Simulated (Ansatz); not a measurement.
L1₂ (Cu3Au-type) Ni3Al, treated with r²SCAN+rVV10 in Ansatz (PAW).

Settings: plane-wave cutoff 560 eV, 16×16×16 k mesh, Fermi–Dirac smearing 0.05 eV, spin-polarised with parallel moments, scalar-relativistic PAW data made under PBE.

Properties against volume:

```csv
V (Å³/atom),P (GPa),moment (μB per cell of 4 atoms)
10.216,14.80,0.85
10.434,9.31,0.86
10.651,4.40,0.87
10.868,0.00,0.89
11.086,-3.92,0.90
11.303,-7.43,0.91
11.520,-10.57,0.92
```

Note: moments this small hang on the smearing and the k mesh.

Ansatz is a quantum-chemistry and plane-wave program.
